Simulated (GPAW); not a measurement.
```
CELL_PARAMETERS angstrom
      2.78305     0.00000     0.00000
     -1.39152     2.41019     0.00000
      0.00000     0.00000     4.79511
ATOMIC_POSITIONS crystal
  Ag 0.00000 0.00000 0.50000
  Pt 0.66667 0.33333 0.00000
```

Method: LDA (Perdew-Wang 92), GPAW PAW datasets LDA (gpaw-data 1.0.1) (plane waves; GPAW).

The set-up and first iterations of a GPAW log for AgPt (P-6m2, 2 atoms in the cell):

```
Input parameters:
  convergence: {density: 1e-05}
  kpts: {gamma: True,
         size: (11, 11, 6)}
  maxiter: 150
  mode: {ecut: 600.0,
         name: pw}
  nbands: -10
  occupations: {name: methfessel-paxton,
                order: 0,
                width: 0.1}
  symmetry: {symmorphic: False,
             tolerance: 0.0005}

species:
  Ag:
    name: Silver
    Z: 47.0
    valence: 17
    core: 30
    charge: 0.0
    file: Ag.LDA.gz

    # Using partial waves for Ag as LCAO basis

  Pt:
    name: Platinum
    Z: 78.0
    valence: 16
    core: 62
    charge: 0.0
    file: Pt.LDA.gz

    # Using partial waves for Pt as LCAO basis

Reference energy: -644561.281122  # eV

Spin-paired calculation

Convergence criteria:
 Maximum [total energy] change in last 3 cyles: 0.0005 eV / valence electron
 Maximum integral of absolute [dens]ity change: 1e-05 electrons / valence electron
   [... lines left out ...]
  Pulay-stress correction: 0.000000 eV/Ang^3 (de/decut=0.000000)

Occupation numbers: Methfessel-Paxton:
  width: 0.1000  # eV
  order: 0

Eigensolver

Densities:
  Coarse grid: 16*16*28 grid
  Fine grid: 32*32*56 grid
  Total Charge: 0.000000

Density mixing:
  Method: separate
  Backend: pulay
  Linear mixing parameter: 0.05
  old densities: 5
  Damping of long wavelength oscillations: 50

Hamiltonian:
  XC and Coulomb potentials evaluated on a 32*32*56 grid
  External potential:
    NoExternalPotential

Number of atoms: 2
Number of atomic orbitals: 24
Number of bands in calculation: 26
Number of valence electrons: 33
Bands to converge: occupied

Density initialized from atomic densities
  24 bands from LCAO basis set
  2 bands from random numbers

Atomic positions and initial magnetic moments

Positions:
   0 Ag     0.000000    0.000000    2.397555    ( 0.0000,  0.0000,  0.0000)
   1 Pt     1.391526    0.803397    0.000000    ( 0.0000,  0.0000,  0.0000)

Unit cell:
           periodic     x           y           z      points  spacing
  1. axis:    yes    2.783050    0.000000    0.000000    16     0.1506
  2. axis:    yes   -1.391525    2.410192    0.000000    16     0.1506
  3. axis:    yes    0.000000    0.000000    4.795110    28     0.1713

  Lengths:   2.783050   2.783050   4.795110
  Angles:   90.000000  90.000000 120.000000

Effective grid spacing dv^(1/3) = 0.1649
     iter     time        total  log10-change:
                         energy   eigst   dens
iter:   1 --:--:--   -12.632430
iter:   2 --:--:--   -12.474390   -1.87  -1.46
iter:   3 --:--:--   -11.931374   -1.85  -1.50
iter:   4 --:--:--   -11.877553   -3.25  -2.03
iter:   5 --:--:--   -11.856901   -3.28  -2.09
iter:   6 --:--:--   -11.857926   -4.75  -2.36
iter:   7 --:--:--   -11.850911c  -4.50  -2.34
iter:   8 --:--:--   -11.849026c  -4.33  -2.52
iter:   9 --:--:--   -11.849515c  -5.21  -2.83
iter:  10 --:--:--   -11.848678c  -5.50  -2.99
iter:  11 --:--:--   -11.848344c  -5.10  -3.14
iter:  12 --:--:--   -11.848423c  -6.09  -3.46
iter:  13 --:--:--   -11.848464c  -6.11  -3.42
iter:  14 --:--:--   -11.848383c  -6.56  -3.45
iter:  15 --:--:--   -11.848294c  -6.32  -3.46
iter:  16 --:--:--   -11.848326c  -5.87  -3.56
```

**Question.** How does the run end?

**Answer.** The run converged in 25 iterations. Convergence of the loop says nothing yet on basis, mesh or lower states. It ends on: free energy E − TS (from the program's reference atoms) -11.8526 eV; Fermi level (on the code's own zero) 9.25 eV; pressure -9.75 GPa. The log goes on:

```
iter:  17 --:--:--   -11.848338c  -7.53c -4.03
iter:  18 --:--:--   -11.848340c  -7.64c -4.07
iter:  19 --:--:--   -11.848323c  -7.28  -4.21
iter:  20 --:--:--   -11.848294c  -7.38  -4.44
iter:  21 --:--:--   -11.848293c  -9.05c -4.58
iter:  22 --:--:--   -11.848296c  -8.56c -4.63
iter:  23 --:--:--   -11.848295c  -9.90c -4.87
iter:  24 --:--:--   -11.848292c  -8.53c -4.91
iter:  25 --:--:--   -11.848293c -10.18c -5.23c
Converged after 25 iterations.

Dipole moment: (3.298929, -1.904638, -0.000000) |e|*Ang

Energy contributions relative to reference atoms: (reference = -644561.281122)

Kinetic:        -13.979786
Potential:      +10.715467
External:        +0.000000
XC:              -8.086365
Entropy (-ST):   -0.008558
Local:           -0.493329
SIC:             +0.000000
--------------------------
Free energy:    -11.852572
Extrapolated:   -11.848293

Showing only first 2 kpts
 Kpt  Band  Eigenvalues  Occupancy
  0    14      6.46943    2.00000
  0    15      8.78765    2.00000
  0    16      8.78765    2.00000
  0    17      8.81431    2.00000

  1    14      6.59918    2.00000
  1    15      7.82886    2.00000
  1    16      8.77623    2.00000
  1    17      8.77623    2.00000

Fermi level: 9.24992

No gap
No difference between direct/indirect transitions
Energy (eV): -11.848293

Forces in eV/Ang:
  0 Ag   -0.00000    0.00000    0.00000
  1 Pt   -0.00000    0.00000    0.00000

Stress tensor:
     0.058545    -0.000000     0.000000
     0.000000     0.058545     0.000000
     0.000000     0.000000     0.065478
Stress (GPa, Voigt): [ 9.38    9.38   10.4907  0.      0.     -0.    ]
```

For comparison: a first run (DFT PBEsol, plane waves, GPAW PAW datasets PBEsol (made by gpaw-setup)) was changed to give this one (xc: PBEsol → LDA; potentials: GPAW PAW datasets LDA (gpaw-data 1.0.1)), and from it to this one the pressure goes from -4.47 to -9.75 GPa.

The starting cell comes from a database of computed structures (which also holds hypothetical and non-ambient phases and stackings), without a prior relaxation at this level. Spin-orbit coupling is off. Spin polarisation is off. With a pressure of about -10 GPa the cell is away from its equilibrium volume at this level.

The run was DFT LDA (Perdew-Wang 92), plane waves, GPAW PAW datasets LDA (gpaw-data 1.0.1). Main settings of its input:

* **mode**: pw
* **ecut**: 600 eV
* **xc**: LDA
* **kpts**: 11 11 6
* **mesh shift (steps)**: 0 0 0
* **occupations.name**: methfessel-paxton
* **occupations.width**: 0.1 eV
* **occupations.order**: 0
* **nbands**: -10
* **convergence.density**: 1e-05 e/electron
* **symmetry.symmorphic**: false
* **symmetry.tolerance**: 0.0005
